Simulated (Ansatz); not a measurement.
Base system: HfO₂ in the rutile structure (space group P4_2/mnm, No. 136; a = 4.830 Å, c = 3.210 Å; a cell from a computed database, its experimental status unchecked). Axes: x, y, z lie along a, b, c of the conventional cell.

Modification: uniaxial stress, 5 GPa tension along x; all other stress components relax to zero.

Levels (all Ansatz, a quantum-chemistry and plane-wave program, PAW): PBEsol (420 eV, no SOC); r2SCAN (500 eV, without spin-orbit coupling).

The geometry is relaxed with PBEsol.

| Item | Value |
|---|---|
| PBEsol pressure | -1.67 GPa |
| PBEsol band gap | 3.86 eV |
| PBEsol gap character | direct at Γ |

Q: What does r2SCAN give at this geometry for the pressure, band gap and gap character?

A: The pressure goes up by 1.55 GPa, from -1.67 GPa to -0.12 GPa; the band gap grows by 0.66 eV to 4.52 eV; the gap character stays direct at Γ.

Single points use the geometry relaxed with PBEsol. Their cutoffs differ, which shifts pressures a little. With Hf present, leaving out spin-orbit coupling can change the band edges. Load acts through the strain it causes; cell and atoms are relaxed under it. Beyond what the load breaks, stability against distortions was not tested. This is not the structure that HfO2 has at room temperature and ambient pressure. k-point labels follow each cell's own Brillouin zone.
